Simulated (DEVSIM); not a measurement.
Structure: Pd/SiO2/p-Si capacitor, at 300 K.

| layer (left to right) | material | thickness (nm) | Na (cm⁻³) |
|---|---|---|---|
| 1 | SiO2 | 1.10 | - |
| 2 | Si | 850 | 4.6e17 |

Metal gate on the left, work function 5.2 eV. Fixed charge at the semiconductor interface 0 cm⁻² (in units of +e); no interface traps.

Constants are typed, rounded textbook-type inputs, not results; the design itself was drawn at random and stands for no fabricated device. Values at 300 K; Nc and Nv go as T^1.5, mobilities as T to minus their exponent, the gap by Varshni's rule with the affinity fixed.

```
parameter         SiO2        Si
----------------  ----  --------
gap (eV)             9     1.124
affinity (eV)      0.9      4.05
permittivity       3.9      11.7
Nc (cm⁻³)            -   2.86e19
Nv (cm⁻³)            -    3.1e19
Varshni α (eV/K)     -  0.000473
Varshni β (K)        -       636
```

Simulated with DEVSIM: 1D Poisson equation in equilibrium, Boltzmann statistics, complete ionisation; no quantum confinement or tunnelling. Metal contacts follow the ideal Schottky-Mott rule: no Fermi-level pinning, no interface dipoles.

Base results: threshold voltage (band bending 2φF) (V) 1.16; minimum of the low-frequency capacitance (μF/cm²) 0.213; flat-band voltage (V) 0.13.

Task: What follows from this one change: interface trap density 0 → 2e+12 cm^-2 eV^-1?

Result: threshold voltage (band bending 2φF) 1.16 → 1.21 V; minimum of the low-frequency capacitance 0.213 → 0.466 μF/cm²; flat-band voltage 0.13 → 0.09 V.

Task: What follows from this one change: gate work function 5.2 → 4.9 eV?

Result: threshold voltage (band bending 2φF) 1.16 → 0.86 V; minimum of the low-frequency capacitance little changed (0.213 μF/cm²); flat-band voltage 0.13 → -0.17 V.

Task: What follows from this one change: substrate doping 4.6e+17 → 4.6e+16 cm^-3?

Result: threshold voltage (band bending 2φF) 1.16 → 1.02 V; minimum of the low-frequency capacitance 0.213 → 0.0757 μF/cm²; flat-band voltage 0.13 → 0.19 V.
